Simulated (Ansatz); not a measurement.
**Effect of biaxial strain +1.50 %, plane normal [001], relaxed out of plane on TiAl**

Take TiAl (space group P4/mmm, No. 123; a = 2.813 Å, c = 4.062 Å; relaxed with 0.1 eV smearing) as the base. Axes: x, y, z lie along a, b, c of the conventional cell.

The change: biaxial strain +1.50 %, plane normal [001], relaxed out of plane (Cartesian); in-plane vectors clamped, the third vector and the atoms free.

All numbers come from DFT with r2SCAN, PAW potentials and a 500 eV plane-wave cutoff in Ansatz (a first-principles code), scalar-relativistic without spin-orbit coupling. Γ-centred 20×20×14 mesh, Fermi–Dirac width 0.1 eV.

- Volume per atom: 16.31 Å³ (base 16.07 Å³)
- Shortest interatomic distance: 2.842 Å (base 2.813 Å)
- Pressure (mean of the normal stresses, compression positive): -1.8 GPa (base 0.0 GPa)
- Band gap: zero (base zero)
- Out-of-plane strain: -1.48 %

Final structure (turned so that z lies along the plane normal):

```xyz
2
Lattice="2.8549 0.0000 0.0000 0.0000 2.8549 0.0000 0.0000 0.0000 4.0015" Properties=species:S:1:pos:R:3 pbc="T T T"
Ti     0.0000     0.0000     0.0000
Al     1.4274     1.4274     2.0008
```

Stability against distortions was not tested. All final runs are without spin polarisation.
